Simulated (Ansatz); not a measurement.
**SnO2: energy against volume**

SnO2 (rutile, P4_2/mnm, 12.578 Å³/atom and stress up to 0.01 GPa in the relaxed cell, c along z) under hydrostatic pressure, with the cell free. PBE in Ansatz, a plane-wave DFT program (PAW, default set), 420 eV, 7×7×10 Γ-centred mesh, Fermi-Dirac smearing 0.05 eV; ions are relaxed, or left where forces stay under 0.02 eV/Å, within the symmetry of each cell. Against the start cell, which lies near the measured one, the relaxed cell differs by 5.3 % in volume and 1.5 % in c; the values below rest on it.

Here V stands for volume and E for E less E0.

```
volume (Å³/atom)  E less E0 (meV/atom)  pressure (GPa)
----------------  --------------------  --------------
12.7342                           0.99           -2.00
12.6540                           0.25           -1.00
12.5777                           0.00            0.00
12.5112                           0.21            0.90
12.4261                           1.01            2.10
12.2662                           4.27            4.50
11.9976                          15.50            9.00
11.6869                              ?               ?
```

### Question
Fit E against V with the third-order Birch-Murnaghan form, a cubic in V^(-2/3), and predict the withheld value at V = 11.6869.

### Answer
With u = V^(-2/3) - 0.1862, the rows have u = -0.0028199, -0.0020459, -0.0013019, -0.0006473, 0.0001989, 0.0018153, 0.0046111. Least squares gives E = 0.757 + 1136.8·u + 437735·u² + 1965354·u³. Residuals (row less fit): 0.002, 0.003, -0.015, 0.006, 0.010, -0.005, 0.001; standard error 0.011 (degrees of freedom: 3). Its minimum lies at u = -0.0013101, so V0 = (0.1848899)^(-3/2) = 12.58. There d²E/du² = 860000 and d³E/du³ = 1.179e7, so B0 = (4/9) × 12.58^(-7/3) × 860000 × 0.160218 = 166 GPa (the last factor turns the table's units into GPa), and B0' = 4 + (2/3) × 0.1848899 × (1.179e7)/860000 = 5.7. B0' rests on the cubic coefficient alone and has a standard error of 0.4 from these residuals. At the withheld row, u = 0.0079782, so E = 0.757 + 1136.8 × 0.0079782 + 437735 × 0.0079782² + 1965354 × 0.0079782³ = 38.687 meV/atom. The calculation gives 38.61 meV/atom, 0.077 meV/atom below the prediction (0.2 % of the range of E in the table). The row lies outside the fitted rows, so this is an extrapolation. From the scatter of the fitted rows alone, a prediction at this place has a standard error of 0.135 meV/atom, so the miss is 0.6 times that.

Other structures, which can take over under pressure, weren't tried. The same form fitted to the pressure column gives B0' = 5.5; series where the two differ by over 0.4 aren't shown. Rows are the converged runs of the series near zero and its far end, less any whose ions stayed unrelaxed beside relaxed ones; series whose fitted rows scatter by over a few per cent of the range, as at a crossing or softening among them, aren't shown in this form.
